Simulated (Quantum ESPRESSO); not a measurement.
**Equation of state of hcp Ti (space group 194): energy against volume (Quantum ESPRESSO, PBE)**

```xyz
2
Lattice="2.8975 0.0000 0.0000 -1.4488 2.5093 0.0000 0.0000 0.0000 4.5968" Properties=species:S:1:pos:R:3 pbc="T T T"
Ti     1.4488     0.8364     3.4476
Ti     0.0000     1.6729     1.1492
```

Level of theory: PBE, GBRV 1.5 ultrasoft (PBE) pseudopotentials (plane waves; Quantum ESPRESSO). Settings: ecutwfc = 65 Ry; ecutrho = 520 Ry; occupations = smearing; smearing = fermi-dirac; degauss = 0.0036749 Ry; potentials = {Ti: ti_pbe_v1.4.uspp.F.UPF}; K_POINTS = automatic 23 23 13 0 0 0; conv_thr = 1e-10 Ry; mixing_beta = 0.7. The cell above is the first row's. The rows scale it uniformly. In all rows fractional positions and the k mesh are held. E is the free energy at the stated smearing, counted from the lowest row.

```csv
V (Å^3/atom),E (meV/atom)
16.711,9.86
17.075,2.05
17.438,0.00
17.801,3.20
18.165,11.16
18.528,23.44
18.891,39.64
19.255,59.41
19.618,?
```

**Question.** Using the third-order Birch-Murnaghan form, a cubic in V^(-2/3), estimate the missing E at V = 19.618 from the other rows, showing the fit.

**Answer.** With u = V^(-2/3) - 0.146, the rows have u = 0.006991, 0.004809, 0.002708, 0.000680, -0.001286, -0.003183, -0.005018, -0.006801. Least squares gives E = 5.413 - 3677.02·u + 622092·u² - 717570·u³. Residuals (row less fit): -0.006, 0.013, -0.003, 0.000, -0.012, -0.003, 0.021, -0.010; standard error 0.015 (degrees of freedom: 4). Its minimum lies at u = 0.002971, so V0 = (0.148971)^(-3/2) = 17.39. There d²E/du² = 1231000 and d³E/du³ = -4305000, so B0 = (4/9) × 17.39^(-7/3) × 1231000 × 0.160218 = 112 GPa (the last factor turns the table's units into GPa), and B0' = 4 + (2/3) × 0.148971 × (-4305000)/1231000 = 3.7. The program's pressures in the fitted runs (not shown) pass through zero at V = 17.38, 0.05 % from this V0. At the withheld row, u = -0.008523, so E = 5.413 - 3677.02 × (-0.008523) + 622092 × (-0.008523)² - 717570 × (-0.008523)³ = 82.386 meV/atom. The calculation gives 82.41 meV/atom, 0.024 meV/atom above the prediction (under 0.05 % of the range of E in the table). The row lies outside the fitted rows, so this is an extrapolation. From the scatter of the fitted rows alone, a prediction at this place has a standard error of 0.036 meV/atom, so the miss is 0.7 times that.

Carrying the step between the two nearest rows on in a straight line would have given 79.13, off by 3.28; series whose last step already gives the withheld value aren't shown. The scan was laid around a cell of about the measured size, scaled by a guess for this functional; axis ratios and inner coordinates come from that cell. The runs keep the symmetry of the cell, so they don't test it for distortions. Spin polarisation is off. The shape of the cell and the inner coordinates aren't relaxed, so V0 and B0 belong to this uniform scaling; a relaxed crystal lies no higher in energy and is usually softer. Cutoffs and mesh are single choices, not tested for convergence of this quantity. Series with a scatter that would blur these digits, or in which a gap closes, are not shown. Nor are scans whose minimum lies at an end fitted in this form.
